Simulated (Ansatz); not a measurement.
## MgS in the rock salt structure (space group Fm-3m, No. 225)

```cif
data_MgS
_chemical_formula_sum 'Mg1 S1'
_space_group_name_H-M_alt 'P 1'
_space_group_IT_number 1
_cell_length_a 3.69795
_cell_length_b 3.69795
_cell_length_c 3.69795
_cell_angle_alpha 60.000
_cell_angle_beta 60.000
_cell_angle_gamma 60.000
loop_
_space_group_symop_operation_xyz
  'x, y, z'
loop_
_atom_site_label
_atom_site_type_symbol
_atom_site_fract_x
_atom_site_fract_y
_atom_site_fract_z
_atom_site_occupancy
Mg1 Mg 0.00000 0.00000 0.00000 1
S1 S 0.50000 0.50000 0.50000 1
```

All numbers come from Kohn–Sham DFT with the PBE functional, run in Ansatz (a quantum-chemistry and plane-wave program) with PAW and 420 eV plane waves, scalar-relativistic without spin-orbit coupling. Γ-centred 11×11×11 mesh, Fermi–Dirac width 0.05 eV.

| Item | Result |
|---|---|
| Volume per atom | 17.88 Å³ |
| Density | 2.62 g/cm³ |
| Band gap | 2.76 eV, indirect, Γ → X |
| Electron mass | 0.52 mₑ along k, 0.29 mₑ across |
| Hole mass (degenerate bands, along [100]) | 0.25, 0.97, 0.97 mₑ |
| Lowest conduction-band minima above the VBM | X along ⟨100⟩ 2.76 eV; Γ 3.60 eV |
| Total energy | -1414.374 eV/atom (σ→0; compares only within this code and set-up) |

Masses are band curvatures over ±0.01 Å⁻¹ around the edge. Along k means along the line from Γ to the band edge. Whether these cells are dynamically stable was not tested.
